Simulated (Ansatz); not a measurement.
Consider InP in the CsCl type structure (space group Pm-3m, No. 221; a hypothetical phase, not in the database extracts checked; relaxed with 0.1 eV smearing).

```
CELL_PARAMETERS angstrom
      3.38801     0.00000     0.00000
      0.00000     3.38801     0.00000
      0.00000     0.00000     3.38801
ATOMIC_POSITIONS crystal
  In 0.00000 0.00000 0.00000
  P  0.50000 0.50000 0.50000
```

Cartesian axes are those of the cell as printed.

Computed with PBEsol/PAW in Ansatz (a quantum-chemistry and plane-wave program), spin-orbit coupling left out.

One thing is altered: tensile biaxial strain of 1.64 % in the plane normal to [111], as in epitaxy on a mismatched substrate; the out-of-plane cell vector and the atoms relax.

Problem. What does the calculation give for the out-of-plane strain after the change?

Solution. The out-of-plane strain is -2.09 %.

Problem. What happens to the in-plane stress?

Solution. The mean in-plane stress (compression positive) amounts to -1.1 GPa.

Whether these cells are dynamically stable was not tested. All final runs are without spin polarisation.
